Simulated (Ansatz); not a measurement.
Model glasses of amorphous Ga2O3, 62 to 67 atoms (Ga24O36 before any change). Each row is one cell at a composition chosen by hand, melted whole on the CHGNet potential with the anions pushed apart under 1.9 Å, quenched within some picoseconds, far faster than a real film, and relaxed with PBE, scalar-relativistic without spin-orbit coupling (plane waves to 420 eV, PAW; Ansatz, a quantum-chemistry and plane-wave program). Each is the lower in DFT energy of 2 quenches. Cycles of charging and discharging were tried on some cells ahead of these points, and a cell that came back lower was taken. The column on the box says what of it was relaxed with the atoms; held means as the quench left it. Cells that kept moments or hold spare charge are left out, and those that charging annealed.

From the neutral cell one electron is taken away, or one added, and the atoms relax (PBE, the zone centre alone, moment held at 1 μB, uniform background; no image-charge correction, which leaves W too low where the charge is localised). W = E(+1) + E(−1) − 2 E(0) is the cost of moving an electron from one such cell to another; the spacing parts the highest filled and lowest empty level of the neutral cell, which ran without spin polarisation.

Formal charges balance in every cell (each cation at its usual highest valence, Cu and Ag at +1, Sb at +3, H at +1, O at −2, N at −3, F and Cl at −1). R− and R+ are the energies that the atoms' relaxation gave back after the electron was added or removed.

```tsv
cell	change	box	spacing (eV)	R− (eV)	R+ (eV)	spacing − R− − R+ (eV)	W (eV)
Ga24O38Sn	+2 O, +1 Sn	volume and shape	1.07	0.01	0.42	0.64	1.01
Ga24O41P2	+5 O, +2 P	shape	1.31	0.02	0.33	0.96	1.36
Ga24O37Ca	+1 Ca, +1 O	shape	1.42	0.01	0.24	1.17	withheld
Ga24O37Mg	+1 Mg, +1 O	shape	1.51	0.01	0.21	1.29	1.45
Ga24O39In2	+2 In, +3 O	volume and shape	1.59	0.01	0.22	1.36	1.43
Ga24O41Ta2	+5 O, +2 Ta	shape	1.94	0.02	0.47	1.45	1.61
Ga24O39W	+3 O, +1 W	shape	1.68	0.01	0.12	1.55	1.75
Ga24O38Zr	+2 O, +1 Zr	shape	1.92	0.01	0.20	1.71	1.85
Ga24O38Ti	+2 O, +1 Ti	shape	2.04	0.01	0.05	1.98	2.01
```

Task: Fit a straight line of the last column on the one before it through the 8 full rows, and predict the withheld value for Ga24O37Ca.

Result: Means: x = 1.368, y = 1.559. Slope = Σ(Δx Δy) / Σ(Δx²) = 0.9049 / 1.2340 = 0.733; intercept = 1.559 − (0.733) × 1.368 = 0.556 eV; r.m.s. residual 0.064 eV. Prediction: 0.556 + (0.733) × 1.17 = 1.41 eV. The run gave 1.35 eV, a miss of 0.06 eV, within the residual.

Task: What would a slope of 1 with no intercept mean?

Result: That adding and removing an electron at fixed atoms costs just the level spacing, as it does for levels spread over a large cell, so that W follows by bookkeeping. The fit has 0.733 and 0.556 eV; a departure holds the carrier's repulsion on its site, which raises W, and the uncorrected background, which lowers it.
